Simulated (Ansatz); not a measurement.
An Ansatz (a program for electronic structure) input (DFT with PBEsol, PAW potentials and a 420 eV plane-wave cutoff in Ansatz, no spin-orbit coupling):

Ansatz 0.2 input:
```yaml
crystal:
  lattice:
    - [0, 3.3189902867, 3.3189902867]
    - [3.3189902867, 0, 3.3189902867]
    - [3.3189902867, 3.3189902867, 0]
  atoms:
    - { symbol: Rb, position: [0, 0, 0] }
    - { symbol: Br, position: [0.5, 0.5, 0.5] }
basis: { ecutwfc: 420, ecutrho_ratio: 4, xc_grid: 2, fft_grid_basis: typed }
kpoints: { mp_grid: { grid: [8, 8, 8] } }
hamiltonian:
  xc: pbesol
  dispersion: none
  pseudopotentials: { kind: paw }
scf: { occupations: { method: fermi_dirac, width: 0.05 }, convergence: { dr2_threshold: 0.0000000002 } }
relax: { f_tol: 0.005, max_steps: 50 }
output: { forces: true, stress: true }
checkpoint: { write: state.ck, write_every: 1000 }
```

**Question.** Which symmetry and how many k-points will the program report, and about how many plane waves at Γ?

**Answer.** Space group Fm-3m (ITA 225) with 48 operations, k-points 29 of 512, and 1459 plane waves at Γ.

**Question.** And the final pressure?

**Answer.** 1.62 GPa (compression positive).

The cells carry an imposed strain or load. Whether these cells are dynamically stable was not tested. The cell was made from RbBr in the rock salt structure (space group Fm-3m, No. 225) by this change: isotropic strain −3.00 %.
